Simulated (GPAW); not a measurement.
**Input and output of a self-consistent single point for SiSnPt5 (P4/mmm, 7 atoms in the cell) (GPAW)**

Method: LDA (Perdew-Wang 92), GPAW PAW datasets LDA (gpaw-data 1.0.1) (plane waves; GPAW).

Input:

```python
from ase import Atoms
from ase.units import GPa
from gpaw import GPAW

atoms = Atoms(['Si', 'Sn', 'Pt', 'Pt', 'Pt', 'Pt', 'Pt'],
              cell=[[4.046718, 0.000000, 0.000000],
                    [0.000000, 4.046718, 0.000000],
                    [0.000000, 0.000000, 7.155830]],
              scaled_positions=[[0.000000, 0.000000, 0.500000],
                                [0.500000, 0.500000, 0.000000],
                                [0.000000, 0.500000, 0.295550],
                                [0.000000, 0.500000, 0.704450],
                                [0.500000, 0.000000, 0.295550],
                                [0.500000, 0.000000, 0.704450],
                                [0.000000, 0.000000, 0.000000]],
              pbc=True)

calc = GPAW(mode={'name': 'pw', 'ecut': 600},
            xc='LDA',
            kpts=(5, 5, 3),
            occupations={'name': 'fermi-dirac', 'width': 0.05},
            nbands=-15,
            convergence={'density': 1e-05, 'energy': 1e-05},
            symmetry={'symmorphic': False, 'tolerance': 0.0005},
            maxiter=120)

atoms.calc = calc

energy = atoms.get_potential_energy()
print('Energy (eV):', round(energy, 6))
forces = atoms.get_forces()
print('Forces (eV/Ang):')
print(forces.round(5))
stress = atoms.get_stress()
print('Stress (GPa, Voigt):', (stress / GPa).round(4))
```

Output, abridged:

```
Input parameters:
  convergence: {density: 1e-05,
                energy: 1e-05}
  kpts: [5 5 3]
  maxiter: 120
  mode: {ecut: 600,
         name: pw}
  nbands: -15
  occupations: {name: fermi-dirac,
                width: 0.05}
  symmetry: {symmorphic: False,
             tolerance: 0.0005}

species:
  Si:
    name: Silicon
    Z: 14.0
    valence: 4
    core: 10
    charge: 0.0
    file: Si.LDA.gz

    # Using partial waves for Si as LCAO basis

  Sn:
    name: Tin
    Z: 50.0
    valence: 14
    core: 36
    charge: 0.0
    file: Sn.LDA.gz

    # Using partial waves for Sn as LCAO basis

  Pt:
    name: Platinum
    Z: 78.0
    valence: 16
    core: 62
    charge: 0.0
    file: Pt.LDA.gz

    # Using partial waves for Pt as LCAO basis

Reference energy: -2676208.044338  # eV

Spin-paired calculation

Convergence criteria:
 Maximum [total energy] change in last 3 cyles: 1e-05 eV / valence electron
 Maximum integral of absolute [dens]ity change: 1e-05 electrons / valence electron
 Maximum integral of absolute [eigenst]ate change: 4e-08 eV^2 / valence electron
 Maximum number of scf [iter]ations: 120

Symmetries present (total): 16
Symmetries with fractional translations: 0
75 k-points: 5 x 5 x 3 Monkhorst-Pack grid
12 k-points in the irreducible part of the Brillouin zone
       k-points in crystal coordinates                weights
   0:     0.00000000    0.00000000    0.00000000          1/75
   1:     0.00000000    0.00000000    0.33333333          2/75
   2:     0.20000000    0.00000000    0.00000000          4/75
   [... 7 lines left out ...]
          ...
  11:     0.40000000    0.40000000    0.33333333          8/75

Wave functions: Plane wave expansion
  Cutoff energy: 600.000 eV
  Number of coefficients (min, max): 3899, 3932
  Pulay-stress correction: 0.000000 eV/Ang^3 (de/decut=0.000000)

Occupation numbers: Fermi-Dirac:
  width: 0.0500  # eV

Eigensolver

Densities:
  Coarse grid: 24*24*42 grid
  Fine grid: 48*48*84 grid
  Total Charge: 0.000000

Density mixing:
  Method: separate
  Backend: pulay
  Linear mixing parameter: 0.05
  old densities: 5
  Damping of long wavelength oscillations: 50

Hamiltonian:
  XC and Coulomb potentials evaluated on a 48*48*84 grid
  External potential:
    NoExternalPotential

Number of atoms: 7
Number of atomic orbitals: 73
Number of bands in calculation: 64
Number of valence electrons: 98
Bands to converge: occupied

Density initialized from atomic densities
  64 bands from LCAO basis set

Atomic positions and initial magnetic moments

Positions:
   0 Si     0.000000    0.000000    3.577915    ( 0.0000,  0.0000,  0.0000)
   1 Sn     2.023359    2.023359    0.000000    ( 0.0000,  0.0000,  0.0000)
   2 Pt     0.000000    2.023359    2.114906    ( 0.0000,  0.0000,  0.0000)
   3 Pt     0.000000    2.023359    5.040924    ( 0.0000,  0.0000,  0.0000)
   4 Pt     2.023359    0.000000    2.114906    ( 0.0000,  0.0000,  0.0000)
   5 Pt     2.023359    0.000000    5.040924    ( 0.0000,  0.0000,  0.0000)
   6 Pt     0.000000    0.000000    0.000000    ( 0.0000,  0.0000,  0.0000)

Unit cell:
           periodic     x           y           z      points  spacing
  1. axis:    yes    4.046718    0.000000    0.000000    24     0.1686
  2. axis:    yes    0.000000    4.046718    0.000000    24     0.1686
  3. axis:    yes    0.000000    0.000000    7.155830    42     0.1704

  Lengths:   4.046718   4.046718   7.155830
  Angles:   90.000000  90.000000  90.000000

Effective grid spacing dv^(1/3) = 0.1692

     iter     time        total  log10-change:
                         energy   eigst   dens
iter:   1 --:--:--   -56.068201
iter:   2 --:--:--   -55.684388   -1.08  -1.40
iter:   3 --:--:--   -53.957063   -1.12  -1.42
iter:   4 --:--:--   -53.773714   -2.34  -1.80
iter:   5 --:--:--   -53.672853   -2.18  -1.76
iter:   6 --:--:--   -53.814858   -2.23  -2.15
iter:   7 --:--:--   -53.641754   -2.89  -2.03
iter:   8 --:--:--   -53.605455   -3.34  -2.33
iter:   9 --:--:--   -53.595334   -3.46  -2.58
iter:  10 --:--:--   -53.594718   -4.00  -2.98
iter:  11 --:--:--   -53.593736   -4.74  -3.04
iter:  12 --:--:--   -53.593796   -5.59  -3.26
iter:  13 --:--:--   -53.593747c  -5.58  -3.36
iter:  14 --:--:--   -53.593660c  -5.23  -3.46
iter:  15 --:--:--   -53.593609c  -5.88  -3.65
iter:  16 --:--:--   -53.593634c  -6.37  -3.73
iter:  17 --:--:--   -53.593645c  -6.89  -3.78
iter:  18 --:--:--   -53.593604c  -6.45  -3.80
iter:  19 --:--:--   -53.593614c  -6.95  -4.03
iter:  20 --:--:--   -53.593613c  -7.52c -4.10
iter:  21 --:--:--   -53.593614c  -7.33  -4.16
iter:  22 --:--:--   -53.593620c  -7.26  -4.24
iter:  23 --:--:--   -53.593614c  -7.01  -4.37
iter:  24 --:--:--   -53.593613c  -8.00c -4.88
iter:  25 --:--:--   -53.593612c  -8.92c -5.26c

Converged after 25 iterations.

Dipole moment: (-0.000000, -0.000000, 0.000000) |e|*Ang

Energy contributions relative to reference atoms: (reference = -2676208.044338)

Kinetic:        -53.980024
Potential:      +43.998172
External:        +0.000000
XC:             -40.548752
Entropy (-ST):   -0.007961
Local:           -3.059028
SIC:             +0.000000
--------------------------
Free energy:    -53.597592
Extrapolated:   -53.593612

Showing only first 2 kpts
 Kpt  Band  Eigenvalues  Occupancy
  0    47      9.49917    1.99999
  0    48     10.11931    1.04854
  0    49     10.16125    0.64524
  0    50     11.87410    0.00000

  1    47     10.16060    0.65098
  1    48     10.81737    0.00000
  1    49     10.81737    0.00000
  1    50     11.35826    0.00000

Fermi level: 10.12417

No gap
No difference between direct/indirect transitions
Energy (eV): -53.593612

Forces in eV/Ang:
  0 Si    0.00000    0.00000    0.00000
  1 Sn    0.00000    0.00000    0.00000
  2 Pt    0.00000    0.00000   -0.01288
  3 Pt    0.00000    0.00000    0.01288
  4 Pt   -0.00000    0.00000   -0.01288
  5 Pt   -0.00000    0.00000    0.01288
  6 Pt    0.00000    0.00000    0.00000

Stress tensor:
     0.103983     0.000000     0.000000
     0.000000     0.103983     0.000000
     0.000000     0.000000     0.096101
Stress (GPa, Voigt): [16.66  16.66  15.397  0.     0.     0.   ]
```

The run converged in 25 iterations. GPAW prints stress with tension positive.

The starting cell comes from a database of computed structures (which also holds hypothetical and non-ambient phases and stackings), without a prior relaxation at this level. Its lattice was rescaled by a random factor within 2.5 % of one. Spin-orbit coupling is off. Spin polarisation is off. With a pressure of about -16 GPa the cell is away from its equilibrium volume at this level.

Cost on one core of a shared machine: roughly 50 s.
